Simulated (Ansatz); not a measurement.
## A computed series for CaS: response to strain

Start from CaS in the rock salt structure (space group Fm-3m, No. 225; a = 5.6332 Å). Axes: x, y, z lie along the cube axes.

Strains are applied to the cell and any free atomic positions relax; under biaxial strain the out-of-plane vector relaxes too.

Level of theory: PBEsol (Ansatz, an electronic-structure program; PAW; 420 eV plane waves; no spin-orbit coupling).

Candidates:
(a) biaxial strain −0.50 %, plane normal [001], relaxed out of plane
(b) biaxial strain −1.00 %, plane normal [001], relaxed out of plane
(c) biaxial strain +1.00 %, plane normal [001], relaxed out of plane

Question: Order them by out-of-plane strain, highest first.

Answer: (b) biaxial strain −1.00 %, plane normal [001], relaxed out of plane (+0.33 %), (a) biaxial strain −0.50 %, plane normal [001], relaxed out of plane (+0.16 %), (c) biaxial strain +1.00 %, plane normal [001], relaxed out of plane (-0.33 %)

Whether these cells are dynamically stable was not tested.
